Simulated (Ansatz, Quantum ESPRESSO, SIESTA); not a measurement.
Y₂Ni₂Sn (P1, 5 atoms in the cell) computed with different codes at matched settings

Self-consistent single point, at a second geometry (atoms moved at random). First geometry:

```
CELL_PARAMETERS angstrom
     -2.13574     2.79784     4.14642
      2.13574    -2.79784     4.14642
      2.13574     2.79784    -4.14642
ATOMIC_POSITIONS crystal
  Y  0.70322 0.20322 0.50000
  Y  0.29678 0.79678 0.50000
  Ni 0.71180 0.50000 0.21180
  Ni 0.28820 0.50000 0.78820
  Sn 0.00000 0.00000 0.00000
```

Second geometry:
```yaml
crystal:
  lattice:
    - [-2.13574, 2.79784, 4.14642]
    - [2.13574, -2.79784, 4.14642]
    - [2.13574, 2.79784, -4.14642]
  atoms:
    - { symbol: Y, position: [0.69695, 0.21532, 0.50260] }
    - { symbol: Y, position: [0.30611, 0.80225, 0.50801] }
    - { symbol: Ni, position: [0.69716, 0.49070, 0.20296] }
    - { symbol: Ni, position: [0.29585, 0.49182, 0.78700] }
    - { symbol: Sn, position: [0.00393, 0.99991, 0.99943] }
```

Shared settings, as Ansatz (a first-principles code) writes them: kpoints.mp_grid.grid = 5 5 5; scf.occupations.method = fermi_dirac; scf.occupations.width = 0.01 Ry. Potentials and cutoffs stand in the table.

```csv
code,model,ΔF from the first geometry (meV/atom),pressure (GPa),largest force (eV/Å),cutoff
Ansatz,"PBEsol, PAW files made with PBE",9.6,-2.10,0.512,30.9 Ry
SIESTA,"GGA PBEsol, numerical atomic orbitals DZP, PseudoDojo PBEsol standard norm-conserving potentials (rewritten from UPF to PSML)",8.3,-2.66,0.443,grid 300 Ry
Quantum ESPRESSO,"PBEsol, GBRV 1.5 ultrasoft (PBESOL) pseudopotentials",9.6,-2.72,0.511,50 Ry
```

Size of the force on each atom (eV/Å): Sizes of forces hide their directions.

```csv
code,Y1,Y2,Ni3,Ni4,Sn5
Ansatz,0.396,0.316,0.512,0.468,0.112
SIESTA,0.411,0.329,0.443,0.400,0.107
Quantum ESPRESSO,0.396,0.318,0.511,0.467,0.112
```

On Ansatz's run: spin polarisation is off.

The spread over the programs that give each value: ΔF from the first geometry within 1.3 meV/atom; pressure within 0.62 GPa; largest force within 0.069 eV/Å.

SIESTA uses small atom-centred bases, whose incompleteness enters pressures, forces and empty levels differently from a plane-wave cutoff. Ansatz's pressure is given at a fixed set of plane waves, as the other plane-wave codes print theirs. In the force vectors, SIESTA (by 0.083) lies more than 0.08 eV/Å from the median of the plane-wave programs.

The starting cell comes from a database of computed structures (which also holds hypothetical and non-ambient phases and stackings), without a prior relaxation at this level. For this run, on top of that: atoms moved at random.

Left out of this page: Elk (not drawn, or without a comparable value).

Keys are those of Ansatz 0.2.
